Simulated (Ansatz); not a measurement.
Si under load (space group I4_1/amd), Ansatz (a quantum-chemistry and plane-wave program) with r2SCAN with spin-orbit coupling, rigid bands. Condition of this run: uniaxial stress zz = 1 GPa (compression positive) (the target of the relaxation). Band gap 0.65 eV, N_c = 1.04e19 cm⁻³ and N_v = 7.99e18 cm⁻³ at 300 K, conductivity masses along y (a = (0.00, 2.73, 2.70) Å; b = (2.73, 0.00, 2.70) Å; c = (2.73, 2.73, 0.00) Å) of 0.213 mₑ (electrons) and 0.347 mₑ (holes). Take k_BT = 0.02585 eV.

What built-in voltage has an abrupt junction with N_A = 1e16 and N_D = 1e18 cm⁻³, all dopants ionised?

V_bi = E_g/e − (k_BT/e) ln(N_c N_v/(N_A N_D)) = 0.65 − 0.02585 × 9.03 = 0.42 V, for the computed gap.

What thermal injection velocity √(2k_BT/πm) limits a ballistic channel along the direction named?

1.17e7 cm/s for electrons and 9.13e6 cm/s for holes, a ratio of √(m_h/m_e) = 1.28, for dilute carriers.

A film of it is 3 nm thick, with its normal along the direction named. Estimate the confinement energies in an infinite well.

ħ²π²/(2m t²) = 0.376 eV·nm²/(m/mₑ × t²) gives 196 meV for electrons and 120 meV for holes, so the gap would widen to about 0.97 eV. Finite barriers and nonparabolic bands lower this, and with several valleys or bands the heaviest mass along the normal sets the lowest level, not this average.

Rigid bands with the computed gap; masses take one relaxation time for all states.
